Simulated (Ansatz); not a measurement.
Base system: WC (space group P-6m2, No. 187; a = 2.898 Å, c = 2.828 Å).

Perturbation: every lattice vector is shortened by 5.57 %, atoms relaxed at fixed cell.

Levels (all Ansatz, a quantum-chemistry and plane-wave program, PAW): PBEsol (420 eV, without spin-orbit coupling); r2SCAN (500 eV, without spin-orbit coupling).

The geometry is relaxed with PBEsol.

```
Item                Result
---------------  ---------
PBEsol pressure  100.7 GPa
```

Q: Predict the pressure from r2SCAN.

A: The pressure grows by 8.3 GPa (100.7 GPa → 109.0 GPa).

Single points use the geometry relaxed with PBEsol. Their cutoffs differ, which shifts pressures a little. The cells carry an imposed strain or load. Whether these cells are dynamically stable was not tested. All final runs are without spin polarisation.
